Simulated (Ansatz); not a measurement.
A 64-atom cell of (Ge,Sn) started in the diamond structure, site fractions Ge 0.875, Sn 0.125, short-range order 0.00 among the nearest mixed sites of the first mixed sublattice (0 is random, a negative value favours unlike neighbours), space group P1 at the end. The mixed sublattice has 64 sites.

The mixing enthalpy is taken against the end members in the diamond type, relaxed in the same cell and mesh.

Calculation: PBE (plane waves to 420 eV, PAW; Ansatz, a quantum-chemistry and plane-wave program). Scalar-relativistic, without spin–orbit coupling. Its k-point mesh 2×2×2 shifted by 0.5, 0.5, 0.5, Fermi–Dirac width 0.01 eV.

```tsv
cell	energy at zero smearing (eV)
Ge	-274878.668
Sn	-385549.245
SnGe7	-288710.881
```

### Question
Work out the mixing enthalpy per mixed site and the interaction parameter Ω of a regular solution.

### Answer
With x = 8/64 of the second end member, ΔH = [-288710.881 − 56/64 × (-274878.668) − 8/64 × (-385549.245)] / 64 = 25.1 meV against the separate end members. Ω = ΔH / x(1 − x) = 229 meV, which puts the top of the miscibility gap of this model at Ω / 2k = 1330 K.
